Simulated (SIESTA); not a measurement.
# Short convergence ladders for Mo (Im-3m, 1 atom in the cell)

```
CELL_PARAMETERS angstrom
     -1.56713     1.56713     1.56713
      1.56713    -1.56713     1.56713
      1.56713     1.56713    -1.56713
ATOMIC_POSITIONS crystal
  Mo 0.00000 0.00000 0.00000
```

Base method: SIESTA with LDA PW92, numerical atomic orbitals DZP, PseudoDojo LDA standard norm-conserving potentials (rewritten from UPF to PSML).

Base settings: XC.functional = LDA; XC.authors = PW92; potentials = PseudoDojo LDA standard; PAO.BasisSize = DZP; PAO.EnergyShift = 0.01 Ry; MeshCutoff = 350 Ry; kgrid.MonkhorstPack = 8 8 8; OccupationFunction = FD; ElectronicTemperature = 1160.45 K; MaxSCFIterations = 150.

Core times come from one kind of shared machine, to one figure; runs under 30 s give none.

**Shifted k-point meshes**

Only quantities that move along the ladder and can be compared are tabulated.

```tsv
kgrid.MonkhorstPack	free energy less the last step's (meV/atom)	pressure (GPa)	core time / last (rough)
3 3 3 shifted by 0.5 0.5 0.5	201.78	-0.31	–
5 5 5 shifted by 0.5 0.5 0.5	115.24	-3.37	–
7 7 7 shifted by 0.5 0.5 0.5	9.82	-6.92	–
9 9 9 shifted by 0.5 0.5 0.5	11.35	-6.66	0.1
11 11 11 shifted by 0.5 0.5 0.5	-13.89	-6.98	0.2
14 14 14 shifted by 0.5 0.5 0.5	-6.48	-7.17	0.3
17 17 17 shifted by 0.5 0.5 0.5	-0.44	-6.96	0.4
21 21 21 shifted by 0.5 0.5 0.5	-1.41	-6.99	0.8
23 23 23 shifted by 0.5 0.5 0.5	0.00	-6.92	1
```

Coarsest kgrid.MonkhorstPack that holds the pressure within 1 GPa of the last step, with all finer ones: 7 7 7 shifted by 0.5 0.5 0.5; the step before is off by 3.5 GPa.

Coarsest kgrid.MonkhorstPack that holds the free energy within 5 meV/atom of the last step, with all finer ones: 17 17 17 shifted by 0.5 0.5 0.5, at about 0.4 of the last step's time; the step before is off by 6.5 meV/atom.

**The k-point mesh at a smearing width of 0.3 eV**

In this ladder: ElectronicTemperature = 3481.36 K.

Only quantities that move along the ladder and can be compared are tabulated.

```csv
kgrid.MonkhorstPack,free energy less the last step's (meV/atom),pressure (GPa),core time / last (rough)
5 5 5,-62.11,-8.00,–
6 6 6,-40.13,-6.73,–
8 8 8,10.77,-5.86,–
9 9 9,-7.01,-6.16,0.1
11 11 11,4.84,-5.84,0.1
16 16 16,-0.61,-6.04,0.3
19 19 19,0.00,-6.00,0.4
29 29 29,0.00,-6.00,1
```

Coarsest kgrid.MonkhorstPack that holds the pressure within 0.1 GPa of the last step, with all finer ones: 16 16 16, at about 0.3 of the last step's time; the step before is off by 0.15 GPa.

Coarsest kgrid.MonkhorstPack that holds the free energy within 1 meV/atom of the last step, with all finer ones: 16 16 16, at about 0.3 of the last step's time; the step before is off by 4.8 meV/atom.

**The width of Methfessel-Paxton smearing**

In this ladder: kgrid.MonkhorstPack = 13 13 13; OccupationFunction = MP; OccupationMPOrder = 1.

Narrow widths need finer meshes than wide ones, so the last steps can hold mesh noise.

Only quantities that move along the ladder and can be compared are tabulated; pressure and forces are left out, as mesh noise rules them at narrow widths.

| ElectronicTemperature | free energy less the last step's (meV/atom) |
|---|---|
| 5802.26 K | 0.21 |
| 3481.36 K | -0.92 |
| 2320.9 K | -0.70 |
| 1160.45 K | -0.37 |
| 580.23 K | 0.00 |

Widest ElectronicTemperature that holds the free energy within 0.5 meV/atom: not settled: the last two steps still differ by 0.37 meV/atom, over half the tolerance, so the ladder does not show it.

On the base run: the starting cell has typed, rounded lattice constants, without a prior relaxation at this level. Its lattice was rescaled by up to half a per cent. Spin polarisation is off. Values carry the incompleteness of an atom-centred basis. In the base run, with a pressure of about -7 GPa the cell is away from its equilibrium volume at this level.

Left out of this page: 2 runs of the series outside the window shown, repeating another row's setting, or not comparable; 1 run of the series unsound by tests on forces, stress, charge or solver warnings.
